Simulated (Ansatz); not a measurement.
The reference is YN in the rock salt structure (space group Fm-3m, No. 225; a = 4.820 Å).

The values are results of DFT with LDA, PAW potentials and a 420 eV plane-wave cutoff in Ansatz (a first-principles code), spin-orbit coupling left out, not measurements.

Base values:

```
Item                     Result
-------------------  ----------
Lattice parameter a  9.108 bohr
```

The change: cell and atoms relaxed at a pressure of 2.1 GPa.

**Question.** How does this affect the lattice parameter a?

**Answer.** The lattice parameter a falls by 0.034 bohr to 9.074 bohr.

Load acts through the strain it causes; cell and atoms are relaxed under it. No phonon test of stability was made. All final runs are without spin polarisation.
